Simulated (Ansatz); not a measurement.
The parent structure is CdSe in the wurtzite structure (space group P6_3mc, No. 186; a = 4.302 Å, c = 7.021 Å).

Level of theory: Ansatz (a quantum-chemistry and plane-wave program), PBEsol, PAW, cutoff 420 eV, no SOC.

For the base:

```
Property                              Value
---------------------  --------------------
Valence-band top at Γ  0.00, 0.00, -0.05 eV
Band gap                            0.54 eV
Pressure                           0.00 GPa
```

Now apply this change: every lattice vector is shortened by 2.40 %; the atoms relax in the strained cell.

Question: Predict the new energy relative to the base, valence-band top at Γ, band gap and pressure.

Answer: The energy grows by 26 meV/atom; the valence-band top at Γ (three highest levels, from the VBM) goes from 0.00, 0.00, -0.05 eV to 0.00, 0.00, -0.06 eV; the band gap increases by 0.15 eV, from 0.54 eV to 0.69 eV; the pressure (mean of the normal stresses, compression positive) goes from zero to 4.48 GPa.

Stability against distortions was not tested.
